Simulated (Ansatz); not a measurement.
Base system: Zr in the hcp (Mg type) structure (space group P6_3/mmc, No. 194; relaxed with 0.1 eV smearing).

```yaml
crystal:
  lattice:
    - [3.23041, 0.00000, 0.00000]
    - [-1.61520, 2.79762, 0.00000]
    - [0.00000, 0.00000, 5.17879]
  atoms:
    - { symbol: Zr, position: [0.66667, 0.33333, 0.75000] }
    - { symbol: Zr, position: [0.33333, 0.66667, 0.25000] }
```

Cartesian axes are those of the cell as printed.

Computed with DFT with PBE, PAW potentials and a 420 eV plane-wave cutoff in Ansatz (a program for electronic structure), no spin-orbit coupling.

Before the change:

```
Property    Value
--------  -------
Pressure  0.0 GPa
Band gap     zero
```

Now apply this change: uniaxial strain ε_zz = +2.50 %, all other strain components held at zero; the atoms relax in the strained cell.

What happens to the pressure and band gap?

The pressure (mean of the normal stresses, compression positive) goes from zero to -2.3 GPa; the band gap stays zero.

Stability against distortions was not tested. All final runs are without spin polarisation.
